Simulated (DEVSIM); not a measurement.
Structure: abrupt Si p-n junction, at 350 K.

Layer 1 from the left is Si, thickness (μm) 0.340, Na (cm⁻³) 2e17, τn (s) 2.2e-8, τp (s) 7.5e-7. Layer 2 from the left is Si, thickness (μm) 110, Nd (cm⁻³) 2.1e15, τn (s) 7.5e-7, τp (s) 7.5e-7.

Left contact: ohmic. Right contact: ohmic. Voltage is applied to the left contact. Recombination: SRH at mid-gap, radiative, Auger. Mobility is μmin + (μ − μmin)/(1 + (N/Nref)^α).

Constants are typed, rounded textbook-type inputs, not results; the design itself was drawn at random and stands for no fabricated device. Values at 300 K; Nc and Nv go as T^1.5, mobilities as T to minus their exponent, the gap by Varshni's rule with the affinity fixed.

Si: gap (eV) 1.124, affinity (eV) 4.05, permittivity 11.7, Nc (cm⁻³) 2.86e19, Nv (cm⁻³) 3.1e19, μn (cm²/Vs) 1417, μp (cm²/Vs) 470, μn,min 52, μp,min 45, Nref,n 9.7e16, Nref,p 2.2e17, αn 0.68, αp 0.72, T exponent of μn 2.3, T exponent of μp 2.2, B (cm³/s) 4.7e-15, Cn (cm⁶/s) 2.8e-31, Cp (cm⁶/s) 9.9e-32, Varshni α (eV/K) 0.000473, Varshni β (K) 636.

### Question
Estimate by hand the built-in potential, the peak field at zero bias, the capacitance at -3 V, and compare with a numerical solution.

### Answer

- Built-in potential: ni = √(Nc Nv) exp(−Eg/2kT) = 3.78e11 cm⁻³ with Eg = 1.111 eV; Vbi = kT/q ln(Na Nd/ni²) = 0.658 V; numerical 0.658 V.
- Peak field at zero bias: depletion approximation: W = √(2εVbi/(qN)) = 0.640 μm with N = 2.08e15 cm⁻³; field = 2Vbi/W = 20600 V/cm; numerical 30700 V/cm (estimate below by 33 %).
- Capacitance at -3 V: C = √(qεN / 2(Vbi + |V|)) = 6.87 nF/cm²; numerical 6.93 nF/cm² (estimate below by 0.92 %).

DEVSIM, 1D drift-diffusion, Boltzmann statistics, complete ionisation; no tunnelling, impact ionisation, image-force lowering or self-heating.
